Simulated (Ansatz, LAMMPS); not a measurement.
L1₂ (Cu3Au-type) Ni₃Fe, equilibrium lattice constant a

Reference value: 3.545 Å (measured, temperature not stated, copied from a table, unchecked, not corrected to a static lattice; as tabulated in Mineralogical Magazine 44, 225 (1981)).

```tsv
level (code)	value (Å)	difference (%)
MEAM MoCoNiVFeAlCr_2nn.meam (LAMMPS)	3.554	+0.25
LDA (Ansatz)	3.447	-2.76
PBE (Ansatz)	3.544	-0.03
PBE-D4 (Ansatz)	3.511	-0.96
HSE06 (Ansatz)	3.559	+0.39
```

Leaving aside MEAM MoCoNiVFeAlCr_2nn.meam, which can be fitted to such values or carry a doubt: The reference's temperature isn't stated, so close values are not ranked against it. Off by more than 1.25 % (a bound picked here): LDA (-2.76 %).

The measured value isn't corrected to a static lattice, so vibrations enter the comparison. A static lattice is as a rule a little smaller than the measured one. Spin-polarised runs: LDA (parallel moments), PBE (parallel moments), PBE-D4 (parallel moments), HSE06 (parallel moments). MEAM MoCoNiVFeAlCr_2nn.meam: the potential file covers more elements than this solid holds. Cutoffs and k meshes differ between the levels. Ansatz's density-functional and Hartree–Fock values are scalar-relativistic unless marked +SOC, with PAW data made under PBE.

Empirical potentials (MEAM MoCoNiVFeAlCr_2nn.meam) are fitted to chosen data, which need not cover the solid at hand: agreement can be built in, and what lay outside the fit can be far off.

Differences are worked out from the printed values.

Ansatz is an electronic-structure program.
